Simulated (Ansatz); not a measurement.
Na, response to strain

The parent structure is Na in the bcc (W type) structure (space group Im-3m, No. 229; a = 4.173 Å; relaxed with 0.1 eV smearing). Axes: x, y, z lie along the cube axes.

Strains are applied to the cell and any free atomic positions relax; under biaxial strain the out-of-plane vector relaxes too.

Level of theory: DFT with PBEsol, PAW potentials and a 420 eV plane-wave cutoff in Ansatz (a program for electronic structure), spin-orbit coupling left out.

Candidates:
(a) biaxial strain +1.00 %, plane normal [001], relaxed out of plane
(b) biaxial strain +2.00 %, plane normal [001], relaxed out of plane
(c) biaxial strain −1.00 %, plane normal [001], relaxed out of plane
(d) biaxial strain −2.00 %, plane normal [001], relaxed out of plane
(e) biaxial strain −2.50 %, plane normal [001], relaxed out of plane

Q: Order them by out-of-plane strain, lowest first.

A: (b) biaxial strain +2.00 %, plane normal [001], relaxed out of plane (-2.98 %), (a) biaxial strain +1.00 %, plane normal [001], relaxed out of plane (-1.59 %), (c) biaxial strain −1.00 %, plane normal [001], relaxed out of plane (+1.74 %), (d) biaxial strain −2.00 %, plane normal [001], relaxed out of plane (+3.72 %), (e) biaxial strain −2.50 %, plane normal [001], relaxed out of plane (+4.80 %)

No phonon test of stability was made.
